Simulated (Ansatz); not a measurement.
**VO2, pressure series**

Start from VO2 (space group I4/mmm, No. 139; ferromagnetic; a cell from a computed database, its experimental status unchecked).

```yaml
crystal:
  lattice:
    - [-4.16966, 4.16966, 1.88292]
    - [4.16966, -4.16966, 1.88292]
    - [4.16966, 4.16966, -1.88292]
  atoms:
    - { symbol: V, position: [0.70351, 0.00000, 0.70351] }
    - { symbol: V, position: [0.29649, 0.00000, 0.29649] }
    - { symbol: V, position: [0.00000, 0.29649, 0.29649] }
    - { symbol: V, position: [0.00000, 0.70351, 0.70351] }
    - { symbol: O, position: [0.84635, 0.50000, 0.34635] }
    - { symbol: O, position: [0.15365, 0.50000, 0.65365] }
    - { symbol: O, position: [0.50000, 0.15365, 0.65365] }
    - { symbol: O, position: [0.50000, 0.84635, 0.34635] }
    - { symbol: O, position: [0.15748, 0.84252, 0.00000] }
    - { symbol: O, position: [0.84252, 0.15748, 0.00000] }
    - { symbol: O, position: [0.84252, 0.84252, 0.68503] }
    - { symbol: O, position: [0.15748, 0.15748, 0.31497] }
```

Cell and atoms are relaxed at each pressure.

Method: plane-wave PAW DFT at the PBEsol level (Ansatz, an electronic-structure program, 420 eV), no spin-orbit coupling.

Notes on the quantities. enthalpy: H = E + PV relative to the base's energy.

```csv
change,density,enthalpy,shortest interatomic distance,largest site moment
base,4.21 g/cm³,–,1.752 Å,0.69 μB
pressure −2 GPa,4.16 g/cm³,-0.14 eV/atom,1.756 Å,0.71 μB
pressure −1 GPa,4.19 g/cm³,-0.07 eV/atom,1.754 Å,0.70 μB
pressure 0.3 GPa,4.21 g/cm³,+0.02 eV/atom,1.751 Å,0.69 μB
pressure 0.7 GPa,4.22 g/cm³,+0.05 eV/atom,1.750 Å,0.69 μB
pressure 1.5 GPa,4.24 g/cm³,+0.10 eV/atom,1.749 Å,0.69 μB
pressure 3 GPa,4.27 g/cm³,+0.20 eV/atom,1.746 Å,0.68 μB
pressure 5 GPa,4.31 g/cm³,+0.34 eV/atom,1.742 Å,0.66 μB
pressure 7.5 GPa,…,+0.50 eV/atom,…,0.65 μB
pressure 10 GPa,4.40 g/cm³,+0.67 eV/atom,1.733 Å,0.64 μB
```

### Question
What belongs in the blanks?

### Answer

- pressure 7.5 GPa, density: 4.36 g/cm³
- pressure 7.5 GPa, shortest interatomic distance: 1.737 Å

Other magnetic orders, which the real material may have, were not ruled out. Load acts through the strain it causes; cell and atoms are relaxed under it. No phonon test of stability was made. No other phases were tried under pressure. No Hubbard U is applied, and correlation can decide whether such a compound is a metal.
